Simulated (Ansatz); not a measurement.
Carrier doping in ZnS

The reference is ZnS (space group R3m, No. 160; a = 3.784 Å, c = 27.900 Å (hexagonal axes)).

Carriers are added at fixed cell with a uniform background; the Fermi–Dirac width is that of 300 K.

Computed with Kohn–Sham DFT with the PBEsol functional, run in Ansatz (an electronic-structure program) with PAW and 420 eV plane waves, no spin-orbit coupling.

Notes on the quantities. Fermi level from band edge: Fermi level relative to the doped band's edge (positive inside the band; to 0.05 eV).

| electron density (10^21 cm⁻³) | Fermi level from band edge (eV) |
|---|---|
| 2 | 1.20 |
| 3 | 1.30 |
| 7 | ? |
| 10 | 1.65 |

**Question.** Fit E_F = C n^s, fitted as a line in log–log form (a parabolic band gives s = 2/3) to the rows shown and predict the withheld row.

**Answer.** Least squares on the printed values gives C = 1.05 eV, s = 0.20 (largest residual 0.00 eV); this predicts 1.54 eV, and the run gives 1.50 eV, in agreement.

Charged cell with a jellium background: band edges are those of the host's band count, energies are not comparable with the neutral cell, and many-body gap narrowing is missing. Whether these cells are dynamically stable was not tested. This is not the structure that ZnS has at room temperature and ambient pressure.
